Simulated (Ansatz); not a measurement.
## InGaZnO4 (R3m, No. 160, 7 atoms in the cell; start mp-1215688)

The numbers are results of LDA (PAW; Ansatz, a quantum-chemistry and plane-wave program), not measurements.

Settings: plane-wave cutoff 520 eV, 12×12×12 k mesh, Fermi–Dirac smearing 0.01 eV, scalar-relativistic PAW data made under PBE.

Cell (relaxed at this level):

```yaml
crystal:
  lattice:
    - [1.63900, 0.94628, 8.49474]
    - [-1.63900, 0.94628, 8.49474]
    - [0.00000, -1.89256, 8.49474]
  atoms:
    - { symbol: Zn, position: [0.21871, 0.21871, 0.21871] }
    - { symbol: In, position: [0.00282, 0.00282, 0.00282] }
    - { symbol: Ga, position: [0.78718, 0.78718, 0.78718] }
    - { symbol: O, position: [0.29489, 0.29489, 0.29489] }
    - { symbol: O, position: [0.71128, 0.71128, 0.71128] }
    - { symbol: O, position: [0.12124, 0.12124, 0.12124] }
    - { symbol: O, position: [0.86387, 0.86387, 0.86387] }
```

band gap: 1.32 eV

Spin–orbit coupling is not included.

A start named mp-… is a Materials Project structure, which need not be a measured phase.
